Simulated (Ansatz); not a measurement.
The starting structures come from a database of crystals and need not be the phases stable at ambient conditions.

 Where the default PAW files enter, the runs use the earlier of Ansatz's two default sets.

# Evanescent states of Zr(MoO₄)₂ (P-3m1, not sure to be the ambient phase, 11 atoms a cell, 16.3 Å³ an atom, -2 GPa at this level) along the normal of (100)

The numbers are results of PBEsol (plane waves, PAW; Ansatz, a first-principles code), not measurements.

The gap is the functional's own, uncorrected, and κ follows it; spin-orbit coupling is left out. Mid-gap values are interpolated between the computed energies.

Energies count from the valence-band top; κ is the least over a 6×6 mesh across the current.

| E (eV) | κ (1/Å) | where |
|---|---|---|
| 0.07 | 0.218 | off Γ |
| 0.23 | 0.315 | Γ |
| 0.38 | 0.360 | off Γ |
| 0.53 | 0.369 | Γ |
| 0.68 | 0.368 | Γ |
| 0.82 | 0.368 | Γ |
| 0.97 | 0.367 | Γ |
| 1.12 | 0.365 | Γ |
| 1.27 | 0.362 | Γ |
| 1.43 | 0.357 | Γ |
| 1.57 | 0.350 | Γ |
| 1.73 | 0.341 | Γ |
| 1.88 | 0.331 | Γ |
| 2.02 | 0.318 | Γ |
| 2.17 | 0.303 | Γ |
| 2.33 | 0.284 | Γ |
| 2.48 | 0.262 | Γ |
| 2.62 | 0.234 | Γ |
| 2.77 | 0.200 | Γ |
| 2.92 | 0.153 | Γ |
| 3.08 | 0.072 | Γ |

How thick must the barrier be to attenuate the transmission by 10^6 when the electrodes' Fermi level lies at 2.48 eV, and what attenuation does that film give at 1.57 eV?

d = 6 ln 10 / (2 × 0.262) = 26.4 Å. At 1.57 eV it gives 6 × 0.350/0.262 = 8.0 decades.
